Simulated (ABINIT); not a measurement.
Input and output of a self-consistent single point for HfC (I4mm, 2 atoms in the cell) (ABINIT).

Method: LDA (PW92), norm-conserving pseudopotentials (PseudoDojo nc-sr-04 LDA standard) (plane waves; ABINIT).

The change in words: lattice scaled by 0.98; tsmear: 0.00367493 Ha → 0.00183747 Ha; ngkpt: 6 6 6 → 9 9 9. Reference geometry:
```
HfC
1.0
    0.00000     2.33160     2.33160
    2.33160     0.00000     2.33160
    2.33160     2.33160     0.00000
Hf C
1 1
Direct
  0.01072   0.01072   0.98928
  0.50000   0.50000   0.50000
```

Reference input (self-consistent single point, DFT, LDA (PW92), plane waves, norm-conserving pseudopotentials (PseudoDojo nc-sr-04 LDA standard)): pseudos = [Hf.upf, C.upf]; ecut = 41 Ha; ixc = 7; occopt = 3; tsmear = 0.00367493 Ha; ngkpt = 6 6 6; nshiftk = 1; shiftk = 0 0 0; potentials = PseudoDojo nc-sr-04 LDA standard; nband = 13; kptopt = 1; nstep = 50. This run's input differs from it in these lines:

```diff
@@ -3,7 +3,7 @@
 pseudos "Hf.upf, C.upf"
-acell 3.2973803420 3.2973803420 3.2973803420 Angstrom
+acell 3.2314327352 3.2314327352 3.2314327352 Angstrom
 rprim
          0.0000000000    0.7071067812    0.7071067812
-         0.7071067812   -0.0000000000    0.7071067812
-         0.7071067812    0.7071067812   -0.0000000000
+         0.7071067812    0.0000000000    0.7071067812
+         0.7071067812    0.7071067812    0.0000000000
 natom 2
@@ -13,4 +13,4 @@
 xcart
-         4.4060854322    4.4060854322    0.0944840960
-         4.4060854322    4.4060854322    4.4060854322
+         4.3179637235    4.3179637235    0.0925944141
+         4.3179637235    4.3179637235    4.3179637235
 ecut 41 Ha
@@ -18,6 +18,6 @@
 occopt 3
-tsmear 0.00367493
+tsmear 0.00183747
 nband 13
 kptopt 1
-ngkpt 6 6 6
+ngkpt 9 9 9
 nshiftk 1
```

Output (repeated stretches shortened):

```
--- !BeginCycle
solver: {iscf: 7, nstep: 50, nline: 4, wfoptalg: 0, }
tolerances: {tolvrs: 1.00E-11, }
...

     iter   Etot(hartree)      deltaE(h)  residm     vres2
 ETOT  1  -62.373379764569    -6.237E+01 1.074E-01 8.745E+02
 ETOT  2  -62.343045873150     3.033E-02 2.193E-02 1.139E+03
 ETOT  3  -62.557891250071    -2.148E-01 1.189E-02 5.212E-01
 ETOT  4  -62.558113589911    -2.223E-04 6.063E-03 7.828E-02
 ETOT  5  -62.558125197685    -1.161E-05 7.218E-04 2.601E-02
   [... 2 lines left out ...]
 ETOT  8  -62.558130732152    -6.614E-10 1.794E-04 7.834E-08
 ETOT  9  -62.558130732164    -1.188E-11 1.238E-04 1.251E-08
 ETOT 10  -62.558130732167    -2.665E-12 8.230E-05 1.215E-10
 ETOT 11  -62.558130732167     2.558E-13 8.294E-05 8.501E-13
 At SCF step   11       vres2   =  8.50E-13 < tolvrs=  1.00E-11 =>converged.

 Cartesian components of stress tensor (hartree/bohr^3)
  sigma(1 1)=  4.96164825E-05  sigma(3 2)=  0.00000000E+00
  sigma(2 2)=  4.96164825E-05  sigma(3 1)=  0.00000000E+00
  sigma(3 3)=  1.80934907E-05  sigma(2 1)=  0.00000000E+00

 ----iterations are completed or convergence reached----

 reduced coordinates (array xred) for    2 atoms
       0.010721999954      0.010721999954      0.989277995644
       0.499999997799      0.499999997799      0.499999997799
 cartesian forces (eV/Angstrom) at end:
    1      0.00000000000000    -0.00000000000000    -0.43468369102493
    2     -0.00000000000000     0.00000000000000     0.43468369102493
 frms,max,avg= 2.5096475E-01 4.3468369E-01   0.000E+00  0.000E+00  2.617E-08 e/A
   [... lines left out ...]
 Fermi (or HOMO) energy (hartree) =   0.42267   Average Vxc (hartree)=  -0.48877
   [... lines left out ...]
total_energy        : -6.25581307321667E+01
total_energy_eV     : -1.70229330891705E+03
band_energy         : -5.56144613939226E+00
...

-Cartesian components of stress tensor (GPa)         [Pressure= -1.1506E+00 GPa]
- sigma(1 1)=  1.45976707E+00  sigma(3 2)=  0.00000000E+00
- sigma(2 2)=  1.45976707E+00  sigma(3 1)=  0.00000000E+00
- sigma(3 3)=  5.32328784E-01  sigma(2 1)=  0.00000000E+00

 Calculation completed.
```

The run converged in 11 iterations. Against the reference run the free energy drops by 40.9 meV/atom, the pressure goes from -15.13 to -1.15 GPa and the largest force goes from 0.305 to 0.435 eV/Å.

The starting cell has typed, rounded lattice constants, without a prior relaxation at this level. Its lattice was rescaled by up to half a per cent. One atom was moved a little off its site on purpose. For this run, on top of that: lattice scaled by 0.98.

Cost on one core of a shared machine: roughly 80 s.
